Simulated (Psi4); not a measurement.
Psi4 1.11, M06-2X/def2-svpd: Sn(H)4 ([SnH4]), 5 atoms. The geometry is a generated start, not checked to be a minimum at this level.

| Item | Value |
|---|---|
| task | gradient |
| method | m06-2x |
| basis | def2-svpd |
| memory | 7 GB |
| scf_type | df (default) |
| guess | auto, which took SAD (default) |
| diis_max_vecs | 10 (default) |
| scf_initial_accelerator | adiis (default) |
| e_convergence | 1e-08 (default) |
| d_convergence | 1e-08 (default) |
| effective core potentials | those of the basis set, past Kr |
| basis functions (reference run) | 64 |
| grid points (reference run) | 930152 |

```xyz
5

Sn    -0.0001     0.0046     0.0026
H     -1.0813     1.1244    -0.4817
H      0.2108    -1.0898    -1.1917
H     -0.5626    -0.7679     1.3338
H      1.4333     0.7286     0.3370
```

The reference run has dft_radial_points = 200, dft_spherical_points = 974, dft_pruning_scheme = none (default); it is not itself proven converged. Each setting ran once; only counts and results are compared.

Settings tried, all else as in the reference:
- dft_radial_points = 75 (default), dft_spherical_points = 434
- dft_radial_points = 35, dft_spherical_points = 110
- dft_radial_points = 75 (default), dft_spherical_points = 302 (default), dft_pruning_scheme = treutler
- dft_radial_points = 50, dft_spherical_points = 194
- dft_radial_points = 99, dft_spherical_points = 590, dft_pruning_scheme = robust
- dft_radial_points = 75 (default), dft_spherical_points = 302 (default)
- dft_radial_points = 99, dft_spherical_points = 590
- dft_radial_points = 25, dft_spherical_points = 50
- dft_radial_points = 75 (default), dft_spherical_points = 302 (default), dft_pruning_scheme = robust
- dft_radial_points = 150, dft_spherical_points = 770
- dft_radial_points = 99, dft_spherical_points = 590, dft_pruning_scheme = treutler

Q: Which of these stay within 0.10 meV/atom in energy, 1.0 meV/Å in forces (largest component) of the reference run?

A: Within it: dft_radial_points = 150, dft_spherical_points = 770; dft_radial_points = 99, dft_spherical_points = 590, dft_pruning_scheme = robust; dft_radial_points = 99, dft_spherical_points = 590; dft_radial_points = 99, dft_spherical_points = 590, dft_pruning_scheme = treutler. Outside: dft_radial_points = 75 (default), dft_spherical_points = 434; dft_radial_points = 75 (default), dft_spherical_points = 302 (default), dft_pruning_scheme = treutler; dft_radial_points = 75 (default), dft_spherical_points = 302 (default), dft_pruning_scheme = robust; dft_radial_points = 75 (default), dft_spherical_points = 302 (default); dft_radial_points = 35, dft_spherical_points = 110; dft_radial_points = 25, dft_spherical_points = 50; dft_radial_points = 50, dft_spherical_points = 194.

```csv
setting,grid points,energy against the reference,difference in forces (largest component)
the reference,930152,—,—
"dft_radial_points = 150, dft_spherical_points = 770",554294,+0.0034 meV/atom,0.27 meV/Å
"dft_radial_points = 99, dft_spherical_points = 590, dft_pruning_scheme = robust",215662,−0.044 meV/atom,0.64 meV/Å
"dft_radial_points = 99, dft_spherical_points = 590",280790,−0.044 meV/atom,0.67 meV/Å
"dft_radial_points = 99, dft_spherical_points = 590, dft_pruning_scheme = treutler",176398,−0.044 meV/atom,0.68 meV/Å
"dft_radial_points = 75 (default), dft_spherical_points = 434",157718,+0.50 meV/atom,4.5 meV/Å
"dft_radial_points = 75 (default), dft_spherical_points = 302 (default), dft_pruning_scheme = treutler",71193,+0.51 meV/atom,3.7 meV/Å
"dft_radial_points = 75 (default), dft_spherical_points = 302 (default), dft_pruning_scheme = robust",82809,+0.51 meV/atom,3.7 meV/Å
"dft_radial_points = 75 (default), dft_spherical_points = 302 (default)",109785,+0.51 meV/atom,3.7 meV/Å
"dft_radial_points = 35, dft_spherical_points = 110",18929,+74 meV/atom,62 meV/Å
"dft_radial_points = 25, dft_spherical_points = 50",6166,−88 meV/atom,160 meV/Å
"dft_radial_points = 50, dft_spherical_points = 194",47644,−110 meV/atom,25 meV/Å
```

Total energies are compared; such shifts often cancel in part in energy differences. The gradients leave out the derivatives of the grid weights. The tolerance is a choice made for this comparison.
